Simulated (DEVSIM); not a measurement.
System: Schottky contact on n-type Si, at 300 K.

Layer 1 from the left is Si, thickness (μm) 4.30, Nd (cm⁻³) 1.7e16, τn (s) 0.00043, τp (s) 0.00043.

Left contact: Schottky, work function 4.51 eV, emission velocity 1.1e7 cm/s. Right contact: ohmic. Voltage is applied to the left contact. Recombination: SRH at mid-gap, Auger. Mobility is μmin + (μ − μmin)/(1 + (N/Nref)^α).

Constants are typed, rounded textbook-type inputs, not results; the design itself was drawn at random and stands for no fabricated device. Values at 300 K.

Si: gap (eV) 1.124, affinity (eV) 4.05, permittivity 11.7, Nc (cm⁻³) 2.86e19, Nv (cm⁻³) 3.1e19, μn (cm²/Vs) 1417, μp (cm²/Vs) 470, μn,min 52, μp,min 45, Nref,n 9.7e16, Nref,p 2.2e17, αn 0.68, αp 0.72, Cn (cm⁶/s) 2.8e-31, Cp (cm⁶/s) 9.9e-32.

Question: Estimate by hand the built-in potential, the peak field at zero bias, the capacitance at -3 V, and compare with a numerical solution.

Answer: 
- Built-in potential: barrier φB = 0.460 eV; Vbi = φB − kT/q ln(N_band/N) = 0.268 V; numerical 0.268 V.
- Peak field at zero bias: depletion approximation: W = √(2εVbi/(qN)) = 0.143 μm with N = 1.70e16 cm⁻³; field = 2Vbi/W = 37500 V/cm; numerical 35600 V/cm (estimate above by 5.6 %).
- Capacitance at -3 V: C = √(qεN / 2(Vbi + |V|)) = 20.8 nF/cm²; numerical 20.9 nF/cm².

Model (solved in DEVSIM): 1D drift-diffusion, Boltzmann statistics, complete ionisation; no tunnelling, impact ionisation, image-force lowering or self-heating. Metal contacts follow the ideal Schottky-Mott rule: no Fermi-level pinning, no interface dipoles.
